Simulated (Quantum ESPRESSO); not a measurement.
**One base run on Y5BiPd2 (I4/mcm, 16 atoms in the cell) and variants with one or two settings moved**

```xyz
16
Lattice="-3.9172 3.9172 6.8722 3.9172 -3.9172 6.8722 3.9172 3.9172 -6.8722" Properties=species:S:1:pos:R:3 pbc="T T T"
Y      0.0000     0.0000     0.0000
Y      0.0000     0.0000     6.8722
Y      1.2088     5.1260     1.9286
Y      2.7083    -1.2088     4.9436
Y      2.7083     1.2088     1.9286
Y      1.2088     2.7083     4.9436
Y      2.7083    -1.2088     8.8009
Y      1.2088     5.1260    -1.9286
Y      1.2088     2.7083     8.8009
Y      2.7083     1.2088    -1.9286
Bi     0.0000     0.0000     3.4361
Bi     0.0000     0.0000    10.3084
Pd     4.9953     1.0782     0.0000
Pd    -1.0782     2.8390     6.8722
Pd     2.8390     1.0782     6.8722
Pd     1.0782     2.8390     0.0000
```

Base run A: PBEsol, PseudoDojo standard norm-conserving (PBESOL) pseudopotentials (Quantum ESPRESSO), self-consistent single point.

Its settings: ecutwfc = 85 Ry; occupations = smearing; smearing = marzari-vanderbilt; degauss = 0.0036749 Ry; potentials = {Y: Y.upf, Bi: Bi.upf, Pd: Pd.upf}; K_POINTS = automatic 3 3 3 0 0 0; conv_thr = 1e-09 Ry; mixing_beta = 0.4.

The starting cell comes from a database of computed structures (which also holds hypothetical and non-ambient phases and stackings), without a prior relaxation at this level. Spin polarisation is off.

ΔF is the free energy per atom less that of run A. 

Run A gave: pressure (GPa) -2.71; largest force (eV/Å) 0.107; k-points 6.

Runs:
- B: nbnd: default → 114
- C: ecutrho: default → 340 Ry
- D: K_POINTS: automatic 3 3 3 0 0 0 → automatic 1 1 1 1 1 1
- E: conv_thr: 1e-09 Ry → 7.3e-08 Ry
- F: degauss: 0.0036749 Ry → 0.000734986 Ry
- G: occupations: smearing → tetrahedra_opt; smearing: marzari-vanderbilt → default; degauss: 0.0036749 Ry → default
- H: conv_thr: 1e-09 Ry → 1e-05 Ry

What does run G change against A?

The free energy goes up by 1.7 meV/atom, the pressure hardly changes (-2.71 to -2.72 GPa) and the largest force goes from 0.107 to 0.115 eV/Å.

```csv
run,ΔF (meV/atom),pressure (GPa),largest force (eV/Å),k-points
A,0.00,-2.71,0.107,6
B,0.00,-2.71,0.107,6
C,0.00,-2.71,0.107,6
D,-55.6,-3.38,0.693,1
E,0.00,-2.71,0.107,6
F,-0.01,-2.73,0.105,6
G,1.70,-2.72,0.115,6
H,0.00,-2.75,0.106,6
```
